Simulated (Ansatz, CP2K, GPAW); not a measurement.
**Code comparison for SrCuSeF (P4/nmm, 8 atoms in the cell)**

Self-consistent single point.

```
SrCuSeF
1.0
    4.13229     0.00000     0.00000
    0.00000     4.13229     0.00000
    0.00000     0.00000     8.98488
Sr Cu Se F
2 2 2 2
Direct
  0.00000   0.50000   0.66185
  0.50000   0.00000   0.33815
  0.50000   0.50000   0.00000
  0.00000   0.00000   0.00000
  0.50000   0.00000   0.83117
  0.00000   0.50000   0.16883
  0.00000   0.00000   0.50000
  0.50000   0.50000   0.50000
```

Shared settings, as Ansatz (a quantum-chemistry and plane-wave program) writes them: kpoints.mp_grid.grid = 5 5 3; scf.occupations.method = fixed. Potentials and cutoffs stand in the table.

```json
[
 {"code": "Ansatz", "model": "LDA (PW92), PAW files made with PBE", "pressure (GPa)": "-8.55", "largest force (eV/Å)": "0.538", "gap on the mesh (eV)": "0.882", "cutoff": "420 eV"},
 {"code": "GPAW", "model": "LDA (Perdew-Wang 92), GPAW PAW datasets LDA (gpaw-data 1.0.1)", "pressure (GPa)": "–", "largest force (eV/Å)": "0.505", "gap on the mesh (eV)": "0.894", "cutoff": "950 eV"},
 {"code": "CP2K", "model": "LDA (Pade form), GPW, DZVP-MOLOPT-SR-GTH basis, GTH-PADE potentials (GTH_POTENTIALS)", "pressure (GPa)": "-7.34", "largest force (eV/Å)": "0.384", "gap on the mesh (eV)": "0.816", "cutoff": "grid 600 Ry"}
]
```

Size of the force on each atom (eV/Å): Sizes of forces hide their directions.

```csv
code,Sr1,Sr2,Cu3,Cu4,Se5,Se6,F7,F8
Ansatz,0.435,0.435,0.000,0.000,0.538,0.538,0.000,0.000
GPAW,0.411,0.411,0.000,0.000,0.505,0.505,0.000,0.000
CP2K,0.351,0.351,0.000,0.000,0.384,0.384,0.000,0.000
```

A dash marks a value that a program does not give, or that is left out as unsure.

Gaps are read on the mesh.

The spread over the programs that give each value: pressure within 1.21 GPa; largest force within 0.154 eV/Å; gap on the mesh within 0.078 eV.

CP2K uses small atom-centred bases, whose incompleteness enters pressures, forces and empty levels differently from a plane-wave cutoff. Ansatz's pressure is given at a fixed set of plane waves, as the other plane-wave codes print theirs; with its correction for the finite basis it is -8.38 GPa. The pressure of GPAW is left out: its cutoff lies under the one at which its stress was checked. In the force vectors, CP2K (by 0.138) lies more than 0.08 eV/Å from the median of the plane-wave programs.

The starting cell comes from a database of computed structures (which also holds hypothetical and non-ambient phases and stackings), without a prior relaxation at this level. Its lattice was rescaled by a random factor within 2.5 % of one.

Left out of this page: FLEUR (with a known weakness of the program).

Keys are those of Ansatz 0.2.
